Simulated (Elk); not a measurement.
Band structure of Cr (Im-3m, 2 atoms in the cell).

```yaml
crystal:
  lattice:
    - [2.88000, 0.00000, 0.00000]
    - [0.00000, 2.88000, 0.00000]
    - [0.00000, 0.00000, 2.88000]
  atoms:
    - { symbol: Cr, position: [0.00000, 0.00000, 0.00000], spin: 1.5 }
    - { symbol: Cr, position: [0.50000, 0.50000, 0.50000], spin: -1.5 }
```
(The spins are starting values, not results.)

Method of the run: PBE, all-electron FP-LAPW, Elk's shipped species files, APW+lo basis with extra local orbitals in Elk.

Settings: xctype = 20; spinpol = true; rgkmax = 7.5; stype = 0; swidth = 0.00734986 Ha; ngridk = 9 9 9; reducebf = 0.8; gmaxvr = 18 1/bohr; lmaxapw = 10; lmaxo = 8; nxlo = 2; lorbcnd = true; lradstp = 2; nrmtscf = 2.

The starting cell has typed, rounded lattice constants, without a prior relaxation at this level. The magnetic order is the one reached from the typed start; others were not searched systematically. Values depend on the basis (sphere radii, cutoffs, local orbitals), which need not be converged.

Levels in eV from the Fermi level, bands 11 to 18 of the first spin channel:
```json
[
 {"point": "Γ", "11": "-4.09", "12": "-0.86", "13": "-0.86", "14": "-0.86", "15": "1.22", "16": "1.22", "17": "2.56", "18": "2.56"},
 {"point": "X", "11": "-1.97", "12": "-1.31", "13": "-0.77", "14": "-0.77", "15": "0.16", "16": "0.16", "17": "0.23", "18": "1.28"},
 {"point": "M", "11": "-2.33", "12": "-2.33", "13": "1.02", "14": "1.02", "15": "1.09", "16": "1.12", "17": "1.30", "18": "1.93"},
 {"point": "R", "11": "-2.51", "12": "-1.88", "13": "-1.87", "14": "-1.87", "15": "1.21", "16": "1.21", "17": "2.02", "18": "2.02"}
]
```

Bands cross the Fermi level along this path, so the cell is metallic at this level.

The net moment of the cell came out as 0.00 μB.
